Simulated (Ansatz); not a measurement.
Base system: GaP in the zinc blende structure (space group F-43m, No. 216; a = 5.5060 Å).

The values are results of plane-wave PAW DFT at the PBE level (Ansatz, a quantum-chemistry and plane-wave program, 420 eV), spin-orbit coupling left out, not measurements.

One change was made to it. Results:

The band gap decreases by 0.11 eV to 1.47 eV; the gap character goes from direct at Γ to indirect, Γ → Γ–X (87 % along).

Task: Which of these changes matches the shifts?
A. pressure 9 GPa
B. pressure 4.5 GPa
C. pressure 0.9 GPa
D. pressure −2 GPa

Result: A, pressure 9 GPa. For comparison, the band gap in the other runs: pressure 0.9 GPa gives 1.62 eV; pressure −2 GPa gives 1.36 eV; pressure 4.5 GPa gives 1.55 eV.

Load acts through the strain it causes; cell and atoms are relaxed under it. Whether these cells are dynamically stable was not tested. Tetrahedral semiconductors of this kind turn to denser phases somewhere between about 1 and 50 GPa; those were not computed, so compressed cells here can lie past the real transition. The real GaP has an indirect gap at ambient pressure; PBE orders its close-lying valleys differently.
